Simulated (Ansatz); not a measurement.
Base system: PbSe in the rock salt structure (space group Fm-3m, No. 225).

Levels (all Ansatz, a first-principles code, PAW): PBE (420 eV, without spin-orbit coupling); r2SCAN (500 eV, no spin-orbit coupling); HSE06 (420 eV, without spin-orbit coupling).

Levels that relaxed their own cell: PBE and r2SCAN.

Measured: band gap 0.27 eV (temperature not stated; as listed in Manish Kothakonda et al., ACS Materials Au (2022)).

Problem. Knowing the measured values, estimate what each level computes.

Solution. 
| level | band gap |
|---|---|
| PBE | 0.43 eV |
| r2SCAN | 0.67 eV |
| HSE06 | 0.79 eV |

Computed minus measured — band gap: PBE +0.16 eV, r2SCAN +0.40 eV, HSE06 +0.52 eV (closest: PBE). Measured values not marked as corrected hold thermal and zero-point effects that the static-lattice runs lack. A measured gap can be an optical one, lowered by exciton binding. Levels without spin-orbit coupling miss its effect on the gap.

Single points use the geometry relaxed with r2SCAN. The hybrid gap comes from the SCF mesh plus the semilocal run's edge points and a few special points and is an upper bound. Spin-orbit coupling, missing from the scalar runs, can matter with Pb. Whether these cells are dynamically stable was not tested.
